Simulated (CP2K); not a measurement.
CP2K run on TePb2Se (R3m, 4 atoms in the cell): self-consistent single point.

Method of the run: CP2K with LDA (Pade form), GPW, TZVP-MOLOPT-SR-GTH basis, GTH-PADE potentials (GTH_POTENTIALS).

```yaml
crystal:
  lattice:
    - [7.74151, 0.00000, 0.00000]
    - [6.45001, 4.28116, 0.00000]
    - [6.45001, 1.94578, 3.81344]
  atoms:
    - { symbol: Te, position: [0.50228, 0.50228, 0.50228] }
    - { symbol: Pb, position: [0.74470, 0.74470, 0.74470] }
    - { symbol: Pb, position: [0.25530, 0.25530, 0.25530] }
    - { symbol: Se, position: [0.00000, 0.00000, 0.00000] }
```

Reference input (self-consistent single point, DFT LDA (Pade form), GPW, TZVP-MOLOPT-SR-GTH basis, GTH-PADE potentials (GTH_POTENTIALS)): CUTOFF = 400 Ry; REL_CUTOFF = 40 Ry; KPOINTS/SCHEME = MONKHORST-PACK 3 3 3; XC_FUNCTIONAL = PADE; Te/BASIS_SET = TZVP-MOLOPT-SR-GTH-q6; Te/POTENTIAL = GTH-PADE-q6; Pb/BASIS_SET = TZVP-MOLOPT-SR-GTH-q4; Pb/POTENTIAL = GTH-PADE-q4; Se/BASIS_SET = TZVP-MOLOPT-SR-GTH-q6; Se/POTENTIAL = GTH-PADE-q6; METHOD = GPW; EPS_DEFAULT = 1e-11. This run's input differs from it in these lines:

```diff
@@ -36,3 +36,3 @@
     &KPOINTS
-      SCHEME MONKHORST-PACK 3 3 3
+      SCHEME MONKHORST-PACK 4 4 4
     &END KPOINTS
```

Output, abridged:

```
 SCF WAVEFUNCTION OPTIMIZATION

  Step     Update method      Time    Convergence         Total energy    Change
     1 NoMix/Diag. 0.20E+00      -     0.55169880       -25.0733694029 -2.51E+01
     2 Broy./Diag. 0.20E+00      -     0.09874153       -24.9762166453  9.72E-02
     3 Broy./Diag. 0.20E+00      -     0.38034422       -25.0341327790 -5.79E-02
     4 Broy./Diag. 0.20E+00      -     0.05151953       -25.2065620951 -1.72E-01
     5 Broy./Diag. 0.20E+00      -     0.10494687       -25.1098766504  9.67E-02
     6 Broy./Diag. 0.20E+00      -     0.00503524       -25.1030743678  6.80E-03
   [... 6 lines left out ...]
    13 Broy./Diag. 0.20E+00      -     0.00005273       -25.0820546659  1.78E-05
    14 Broy./Diag. 0.20E+00      -     0.00000212       -25.0820559179 -1.25E-06
    15 Broy./Diag. 0.20E+00      -     0.00000643       -25.0820487922  7.13E-06
    16 Broy./Diag. 0.20E+00      -     0.00000063       -25.0820500916 -1.30E-06
  *** SCF run converged in    16 steps ***

  Overlap energy of the core charge distribution:               0.00000000001929
  Self energy of the core charge distribution:                -52.19283796865764
  Core Hamiltonian energy:                                     10.69802417845314
  Hartree energy:                                              22.22422191566230
  Exchange-correlation energy:                                 -5.81145821711121

  Total energy:                                               -25.08205009163412

                     Mulliken Population Analysis

 #  Atom  Element  Kind  Atomic population                           Net charge
       1     Te       1          6.524716                             -0.524716
       2     Pb       2          3.383997                              0.616003
   [... lines left out ...]

 STRESS| Analytical stress tensor [bar]
 STRESS|                        x                   y                   z
 STRESS|      x       -2.99057324277E+04  -2.75999042755E+02  -1.69038241371E+02
 STRESS|      y       -2.75999042755E+02  -2.90738614211E+04  -5.10042650103E+01
 STRESS|      z       -1.69038241371E+02  -5.10042650103E+01  -2.90219009153E+04
 STRESS| 1/3 Trace                                            -2.93338315880E+04
```

The run converged in 16 iterations. Against the reference run the free energy goes down by 3.1 meV/atom, the pressure stays near -2.93 GPa while the xx stress (positive for compression) goes from -3.43 to -2.99 GPa, the largest force hardly changes (0.150 to 0.146 eV/Å) and the gap on the mesh goes from 0.581 to 0.922 eV.

The starting cell comes from a database of computed structures (which also holds hypothetical and non-ambient phases and stackings), without a prior relaxation at this level. Its lattice was rescaled by up to half a per cent. One atom was moved a little off its site on purpose. Spin-orbit coupling is off. Values carry the incompleteness of an atom-centred basis. Another mesh or the band path of this cell gives a smaller gap, so this value is not converged in the mesh.

Cost on one core of a shared machine: roughly 90 s.
